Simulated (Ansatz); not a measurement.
Ru (model structure, I4/mmm, No. 139, 1 atoms in the cell), treated with PBEsol in Ansatz (plane waves, PAW).

Excerpt of the program's output:

```
Relaxation: its limit of steps is 80 (relax.max_steps)
Crystal: 1 atoms, lattice volume = 14.048 Å³
Basis set: ecut = 520 eV, 357 PW (Γ), exchange–correlation on 40×40×40 points (8 copies of the dense FFT grid, shifted against one another)
Bands: 12, of which v1, the nominal top of the filled ones, is band 8 counted from 1 (7 counted from 0)
Symmetry: 16 space group operations
Space group: I4/mmm (ITA 139), of the structure as read, at distance tolerance 2.4e-5 Å
k-points: 1330 of 17576
Functional: x = pbesol(κ = 0.804, μ = 0.12345679012345678), c = pbesol(β = 0.046)
SCF iter   1: F=—  HF=-5815.926939 eV  |F-HF|=—  |Δ(HF+E_count)|=         —  Δρ=1.03e-2  dr2=8.34e-3
SCF iter   2: F=—  HF=-5815.924346 eV  |F-HF|=—  |Δ(HF+E_count)|=   2.59e-3  Δρ=4.30e-3  dr2=1.47e-3
  ...
SCF 1 converged in 6 iterations: F = -5815.923920 eV  dr2 = 1.29e-9
Crystal: 1 atoms, lattice volume = 14.048 Å³
Initial density: handed on by an earlier stage of this run
SCF 2 converged in 4 iterations: F = -5815.923969 eV  dr2 = 2.14e-9
Crystal: 1 atoms, lattice volume = 14.048 Å³
SCF 3 converged in 2 iterations: F = -5815.923971 eV  dr2 = 2.22e-8
Crystal: 1 atoms, lattice volume = 14.048 Å³
SCF iter   4: F=—  HF=-5815.923971 eV  |F-HF|=—  |Δ(HF+E_count)|=  3.26e-10  Δρ=3.46e-7  dr2=3.54e-12
SCF iter   5: F=-5815.923971 eV  HF=-5815.923971 eV  |F-HF|=0.00e0  |Δ(HF+E_count)|=  1.82e-12  Δρ=5.25e-8  dr2=1.44e-13
SCF 4 converged in 5 iterations: F = -5815.923971 eV  dr2 = 1.44e-13
SCF converged after 5 iterations
Free energy (F): -5815.923971 eV
Internal energy: -5815.902807 eV  (E = F + TS)
E sigma→0 (E₀):  -5815.913389 eV
Fermi energy:    22.481715 eV
--- Forces (eV/Å), atoms counted from 1 ---
  atom   1  Ru    -0.00000000     0.00000000     0.00000000
--- Stress (GPa, compression-positive) ---
       -5.862068      -0.000000      -0.000000
       -0.000000      -5.862068      -0.000000
       -0.000000      -0.000000      -5.864693
  P = ⅓ Tr σ = -5.8629 GPa (-58.629 kbar)
```

Q: Write an input file that could have produced this run (the log leaves some choices open).

A: This is not unique; one that fits is 
Ansatz 0.2 input:
```yaml
crystal:
  lattice:
    - [-1.605692364, 1.605692364, 1.3621423842]
    - [1.605692364, -1.605692364, 1.3621423842]
    - [1.605692364, 1.605692364, -1.3621423842]
  atoms:
    - { symbol: Ru, position: [0.0, 0.0, 0.0] }
basis:
  ecutwfc: 520
  ecutrho_ratio: 4
  xc_grid: 2
kpoints:
  mp_grid: { grid: [26, 26, 26] }
hamiltonian:
  xc: pbesol
  dispersion: none
  pseudopotentials: { kind: paw }
scf:
  occupations: { method: fermi_dirac, width: 0.05 }
output:
  forces: false
  stress: true
  eigenvalues: true
relax:
  f_tol: 0.004
  escape_saddle: false
  max_steps: 80
  cell: { stress_tol: 0.02, fix: [volume] }
```

The cell is one volume of an energy–volume scan, off the minimum.

The PAW data were made under PBE.

Note: the run has no spin polarisation, so it can have missed a magnetic state. Note: the relaxation could raise the start's symmetry but not lower it, so the cell can be a saddle point.

A model structure was made by putting elements into a prototype or built by hand; it is no filed structure, need not be a known phase, and can be a saddle point held by its symmetry.

Ansatz is a quantum-chemistry and plane-wave program.
